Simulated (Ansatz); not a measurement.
The starting structures come from a database of crystals and need not be the phases stable at ambient conditions.

Tunnelling through a barrier is set by its complex band structure: the current falls as exp(−2κd) with the smallest κ.

Input:

```yaml
crystal:
  lattice:
    - [5.36252, 0.00000, 0.00000]
    - [-1.39839, 5.17698, 0.00000]
    - [0.62859, 0.82091, 4.57612]
  atoms:
    - { symbol: Sc, position: [0.69032, 0.30968, 0.00000] }
    - { symbol: Sc, position: [0.30968, 0.69032, 0.00000] }
    - { symbol: Si, position: [0.77628, 0.77628, 0.40802] }
    - { symbol: Si, position: [0.22372, 0.22372, 0.59198] }
    - { symbol: O, position: [0.07848, 0.39328, 0.78659] }
    - { symbol: O, position: [0.92152, 0.60672, 0.21341] }
    - { symbol: O, position: [0.60672, 0.92152, 0.21341] }
    - { symbol: O, position: [0.39328, 0.07848, 0.78659] }
    - { symbol: O, position: [0.00000, 0.00000, 0.50000] }
    - { symbol: O, position: [0.39368, 0.39368, 0.28014] }
    - { symbol: O, position: [0.60632, 0.60632, 0.71986] }
```

Space group of this cell: C2/m. The cell is taken as given; by r2SCAN its mean pressure is -0.6 GPa.

Transport runs along the normal of the first two printed cell vectors.

No gap correction and no spin-orbit coupling; mid-gap values are interpolated between computed energies.

Problem. Estimate the band gap and the smallest decay constant κ at mid-gap that r2SCAN in Ansatz (a first-principles code) returns for this system.

Solution. Gap 4.91 eV on a 6×6×8 mesh; κ = 0.467 1/Å, at the zone centre.
